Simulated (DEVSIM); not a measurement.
System: abrupt Si p-n junction, at 250 K.

Layer 1 from the left is Si, thickness (μm) 13.0, Na (cm⁻³) 1.6e17, τn (s) 3.6e-5, τp (s) 3.6e-5. Layer 2 from the left is Si, thickness (μm) 15.0, Nd (cm⁻³) 6.2e17, τn (s) 3.6e-5, τp (s) 3.6e-5.

Left contact: ohmic. Right contact: ohmic. Voltage is applied to the left contact. Recombination: SRH at mid-gap. Mobility is constant in doping.

Constants are typed, rounded textbook-type inputs, not results; the design itself was drawn at random and stands for no fabricated device. Values at 300 K; Nc and Nv go as T^1.5, mobilities as T to minus their exponent, the gap by Varshni's rule with the affinity fixed.

Si: gap (eV) 1.124, affinity (eV) 4.05, permittivity 11.7, Nc (cm⁻³) 2.86e19, Nv (cm⁻³) 3.1e19, μn (cm²/Vs) 1417, μp (cm²/Vs) 470, T exponent of μn 2.3, T exponent of μp 2.2, Varshni α (eV/K) 0.000473, Varshni β (K) 636.

Q: Estimate by hand the built-in potential, the peak field at zero bias, and compare with a numerical solution.

A: 
- Built-in potential: ni = √(Nc Nv) exp(−Eg/2kT) = 8.01e7 cm⁻³ with Eg = 1.136 eV; Vbi = kT/q ln(Na Nd/ni²) = 0.952 V; numerical 0.952 V.
- Peak field at zero bias: depletion approximation: W = √(2εVbi/(qN)) = 0.0984 μm with N = 1.27e17 cm⁻³; field = 2Vbi/W = 194000 V/cm; numerical 189000 V/cm (estimate above by 2.3 %).

DEVSIM, 1D drift-diffusion, Boltzmann statistics, complete ionisation; no tunnelling, impact ionisation, image-force lowering or self-heating.
